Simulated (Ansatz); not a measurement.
SnSe2: carrier doping

Start from SnSe$_{2}$ in the CdI2 type structure (space group P-3m1, No. 164; layered, stacked along the Cartesian z axis).

```xyz
3
Lattice="3.8258 0.0000 0.0000 -1.9129 3.3133 0.0000 0.0000 0.0000 6.2309" Properties=species:S:1:pos:R:3 pbc="T T T"
Sn     0.0000     0.0000     0.0000
Se     0.0000     2.2088     1.5760
Se     1.9129     1.1044     4.6549
```

Carriers are added at fixed cell with a uniform background; the Fermi–Dirac width is that of 300 K.

All numbers come from plane-wave PAW DFT at the r2SCAN+rVV10 level (Ansatz, a program for electronic structure, 500 eV), no SOC.

Notes on the quantities. Fermi level from band edge: Fermi level relative to the doped band's edge (positive inside the band; to 0.05 eV).

```json
[
 {"change": "undoped", "Fermi level from band edge": "–", "gap character": "indirect, K–Γ (71 % along) → k = (0, 0.444, 0.300) in the run's primitive reciprocal basis", "largest internal atomic displacement": "–", "gap between the host's bands": "0.92 eV"},
 {"change": "electrons 5.0×10^21 cm⁻³", "Fermi level from band edge": "[?]", "gap character": "indirect, k = (0, 0.167, -0.100) in the run's primitive reciprocal basis → k = (0, 0.444, 0.400) in the run's primitive reciprocal basis", "largest internal atomic displacement": "0.039 Å", "gap between the host's bands": "0.73 eV"},
 {"change": "electrons 7.0×10^21 cm⁻³", "Fermi level from band edge": "[?]", "gap character": "indirect, k = (0, 0.111, -0.200) in the run's primitive reciprocal basis → k = (0, 0.444, 0.400) in the run's primitive reciprocal basis", "largest internal atomic displacement": "[?]", "gap between the host's bands": "0.63 eV"},
 {"change": "electrons 1.0×10^22 cm⁻³", "Fermi level from band edge": "+1.00 eV", "gap character": "indirect, k = (0, 0.111, -0.200) in the run's primitive reciprocal basis → k = (0, 0.444, 0.400) in the run's primitive reciprocal basis", "largest internal atomic displacement": "[?]", "gap between the host's bands": "0.44 eV"},
 {"change": "holes 5.0×10^21 cm⁻³", "Fermi level from band edge": "+0.20 eV", "gap character": "indirect, K–Γ (71 % along) → k = (0, 0.444, 0.400) in the run's primitive reciprocal basis", "largest internal atomic displacement": "0.023 Å", "gap between the host's bands": "0.94 eV"},
 {"change": "holes 7.0×10^21 cm⁻³", "Fermi level from band edge": "+0.25 eV", "gap character": "indirect, k = (0, 0.167, -0.100) in the run's primitive reciprocal basis → k = (0, 0.444, 0.400) in the run's primitive reciprocal basis", "largest internal atomic displacement": "0.033 Å", "gap between the host's bands": "0.94 eV"},
 {"change": "holes 1.0×10^22 cm⁻³", "Fermi level from band edge": "+0.35 eV", "gap character": "indirect, k = (0, 0.167, -0.100) in the run's primitive reciprocal basis → k = (0, 0.444, 0.400) in the run's primitive reciprocal basis", "largest internal atomic displacement": "0.048 Å", "gap between the host's bands": "0.93 eV"}
]
```

Task: What belongs in the blanks?

Result: 
- electrons 5.0×10^21 cm⁻³, Fermi level from band edge: +0.70 eV
- electrons 7.0×10^21 cm⁻³, Fermi level from band edge: +0.80 eV
- electrons 7.0×10^21 cm⁻³, largest internal atomic displacement: 0.059 Å
- electrons 1.0×10^22 cm⁻³, largest internal atomic displacement: 0.093 Å

Charged cell with a jellium background: band edges are those of the host's band count, energies are not comparable with the neutral cell, and many-body gap narrowing is missing. Whether these cells are dynamically stable was not tested.
